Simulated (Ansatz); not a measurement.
System: fluorite CoSi2. Method: LDA (Ansatz, an electronic-structure program, plane waves, PAW).

Run with plane-wave cutoff 520 eV, 12×12×12 k mesh, Fermi–Dirac smearing 0.1 eV, perturbation theory, force constants from a 4×4×4 q mesh, no spin polarisation, scalar-relativistic PAW data made under PBE.

Computed at the level's own relaxed cell. Harmonic vibrational thermodynamics at fixed volume:

```tsv
T (K)	S_vib (J/K per mol of atoms)	C_V (J/K per mol of atoms)	F_vib (eV/atom)
100	3.58	7.75	0.0536
200	12.31	17.22	0.0454
300	20.11	20.97	0.0285
400	26.40	22.58	0.0043
600	35.84	23.85	-0.0608
700	39.54	24.13	-0.0999
1000	48.23	24.54	-0.2371
```

The crystal is taken as a harmonic solid at every temperature: melting, phase changes and thermal expansion are not seen, nor the electrons' share in a metal.
